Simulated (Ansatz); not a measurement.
# WO3 (P2₁/c, No. 14, 32 atoms in the cell; start mp-619461)

These are LDA (Ansatz, a first-principles code, plane waves, PAW) values and carry that method's errors.

Settings: plane-wave cutoff 500 eV, 6×6×6 k mesh, gaussian smearing 0.02 eV, no spin polarisation, scalar-relativistic PAW data made under PBE.

Cell (relaxed at this level):

Space group P2₁/c (No. 14); a = 7.452 Å, b = 7.328 Å, c = 7.643 Å, α = γ = 90.00°, β = 91.15°

| atom | site | symmetry | x | y | z |
|---|---|---|---|---|---|
| W | 4e | 1 | 0.4783 | 0.2477 | 0.2205 |
| W | 4e | 1 | 0.0186 | 0.7410 | 0.2195 |
| O | 4e | 1 | 0.0076 | 0.7154 | 0.4921 |
| O | 4e | 1 | 0.4912 | 0.2178 | 0.4923 |
| O | 4e | 1 | 0.0383 | 0.9982 | 0.2846 |
| O | 4e | 1 | 0.5390 | 0.4973 | 0.2816 |
| O | 4e | 1 | 0.7420 | 0.2116 | 0.2527 |
| O | 4e | 1 | 0.2417 | 0.2904 | 0.2480 |

For WO3 (P2₁/c, No. 14, 32 atoms in the cell; start mp-619461), the band gap is 1.47 eV (on the SCF k mesh).

Note: the relaxation could not lower the start's symmetry, so the cell can be a saddle point above a distorted one.

Spin–orbit coupling is not included.

A start named mp-… is a Materials Project structure, which need not be a measured phase.
